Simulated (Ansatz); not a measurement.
The parent structure is SnTe in the rock salt structure (space group Fm-3m, No. 225).

```
CELL_PARAMETERS angstrom
      0.00000     3.14456     3.14456
      3.14456     0.00000     3.14456
      3.14456     3.14456     0.00000
ATOMIC_POSITIONS crystal
  Sn 0.00000 0.00000 0.00000
  Te 0.50000 0.50000 0.50000
```

Cartesian axes are those of the cell as printed.

All numbers come from PBEsol (Ansatz, an electronic-structure program), without spin-orbit coupling.

Base values:

The pressure is 0.0 GPa and the shortest interatomic distance is 3.145 Å.

It is then changed as follows: a pure shear with ε_xy = ε_yx = 0.0143, atoms relaxed at fixed cell.

Q: Estimate the effect on the energy relative to the base, pressure and shortest interatomic distance.

A: The energy grows by 1.4 meV/atom; the pressure (mean of the normal stresses, compression positive) remains 0.0 GPa; the shortest interatomic distance stays 3.145 Å.

The cells carry an imposed strain or load. No phonon test of stability was made. The final runs are not spin-polarised.
